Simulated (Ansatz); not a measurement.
Fluorite CoSi2 was calculated with revPBE in Ansatz (plane waves, PAW).

Run with plane-wave cutoff 520 eV, 22×22×22 k mesh, Fermi–Dirac smearing 0.065 eV (set by the program), no spin polarisation, scalar-relativistic PAW data made under PBE.

Computed at the level's own relaxed cell.

Q: Estimate the Young modulus, Voigt–Reuss–Hill bulk modulus, Poisson ratio, elastic constant C44, elastic constant C12 and elastic constant C11 that the calculation returns.

A: 
* **Young modulus**: 176 GPa
* **Voigt–Reuss–Hill bulk modulus**: 173 GPa
* **Poisson ratio**: 0.331
* **elastic constant C44**: 87.7 GPa
* **elastic constant C12**: 144 GPa
* **elastic constant C11**: 231 GPa

Elastic constants are with the ions relaxed.

Static lattice: no zero-point or thermal effects.

Cost on a shared machine: very roughly 17 core-minutes.

Ansatz is a program for electronic structure.
